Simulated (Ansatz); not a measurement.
Mo3Os (Pm-3n, No. 223, 8 atoms in the cell; start mp-801), treated with PBEsol (Ansatz, a first-principles code, PAW).

Input:

Ansatz 0.2 input:
```yaml
crystal:
  lattice:
    - [4.9751747555, 0.0, 0.0]
    - [0.0, 4.9751747555, 0.0]
    - [0.0, 0.0, 4.9751747555]
  atoms:
    - { symbol: Mo, position: [0.25, 0.0, 0.5] }
    - { symbol: Mo, position: [0.75, 0.0, 0.5] }
    - { symbol: Mo, position: [0.5, 0.75, 0.0] }
    - { symbol: Mo, position: [0.5, 0.25, 0.0] }
    - { symbol: Mo, position: [0.0, 0.5, 0.75] }
    - { symbol: Mo, position: [0.0, 0.5, 0.25] }
    - { symbol: Os, position: [0.0, 0.0, 0.0] }
    - { symbol: Os, position: [0.5, 0.5, 0.5] }
basis:
  ecutwfc: 520
  ecutrho_ratio: 4
  xc_grid: 2
kpoints:
  mp_grid: { grid: [12, 12, 12] }
hamiltonian:
  xc: pbesol
  dispersion: none
  pseudopotentials: { kind: paw }
scf:
  occupations: { method: fermi_dirac, width: 0.05 }
output:
  forces: true
  stress: true
  eigenvalues: true
relax:
  f_tol: 0.004
  escape_saddle: false
  max_steps: 80
```

Output (set-up and result lines):

```
WARN output.stress: scf.convergence.dr2_threshold = 1e-7 eV (the SCF's general default) is looser than the 8e-10 eV advised for a printed stress (1e-10 eV for …
Relaxation: its limit of steps is 80 (relax.max_steps)
Crystal: 8 atoms, lattice volume = 123.147 Å³
Basis set: ecut = 520 eV, 3287 PW (Γ), exchange–correlation on 80×80×80 points (8 copies of the dense FFT grid, shifted against one another)
Bands: 70, of which v1, the nominal top of the filled ones, is band 58 counted from 1 (57 counted from 0)
Symmetry: 48 space group operations
Space group: Pm-3n (ITA 223), of the structure as read, at distance tolerance 5.0e-5 Å
k-points: 84 of 1728
Functional: x = pbesol(κ = 0.804, μ = 0.12345679012345678), c = pbesol(β = 0.046)
SCF iter   1: F=—  HF=-51886.860647 eV  |F-HF|=—  |Δ(HF+E_count)|=         —  Δρ=5.10e-3  dr2=2.23e-2
SCF iter   2: F=—  HF=-51886.858156 eV  |F-HF|=—  |Δ(HF+E_count)|=   2.49e-3  Δρ=2.73e-3  dr2=6.58e-3
  ...
SCF iter   5: F=-51886.856387 eV  HF=-51886.856387 eV  |F-HF|=2.32e-8  |Δ(HF+E_count)|=   7.91e-7  Δρ=8.98e-6  dr2=7.19e-8
SCF iter   6: F=-51886.856387 eV  HF=-51886.856387 eV  |F-HF|=1.91e-9  |Δ(HF+E_count)|=   8.17e-9  Δρ=2.26e-6  dr2=4.61e-9
SCF 1 converged in 6 iterations: F = -51886.856387 eV  dr2 = 4.61e-9
relax step   1: F+E_penalty+E_count = -51886.85638727 eV  Δ(F+E_penalty+E_count) = +0.000e0 eV  max|allowed force component| = 1.283e-17 eV/Å  Δτ_max = 0.0000 Å  (6 SCF iters, accepted)
SCF converged after 6 iterations
Free energy (F): -51886.856387 eV
Internal energy: -51886.786715 eV  (E = F + TS)
E sigma→0 (E₀):  -51886.821551 eV
Fermi energy:    21.711538 eV
--- Forces (eV/Å), atoms counted from 1 ---
  atom   1  Mo    -0.00000000    -0.00000000     0.00000000
  atom   2  Mo    -0.00000000     0.00000000     0.00000000
  atom   3  Mo     0.00000000     0.00000000     0.00000000
  atom   4  Mo    -0.00000000    -0.00000000     0.00000000
  atom   5  Mo    -0.00000000    -0.00000000     0.00000000
  atom   6  Mo    -0.00000000     0.00000000     0.00000000
  atom   7  Os     0.00000000     0.00000000     0.00000000
  atom   8  Os     0.00000000    -0.00000000     0.00000000
--- Stress (GPa, compression-positive) ---
       -5.879206      -0.000000       0.000000
       -0.000000      -5.879206       0.000000
        0.000000       0.000000      -5.879206
  P = ⅓ Tr σ = -5.8792 GPa (-58.792 kbar)
```

The cell is one volume of an energy–volume scan, off the minimum.

The PAW data were made under PBE.

Note: the run has no spin polarisation, so it can have missed a magnetic state. Note: the relaxation could not lower the start's symmetry, so the cell can be a saddle point above a distorted one.

A start named mp-… is a Materials Project structure, which need not be a measured phase.
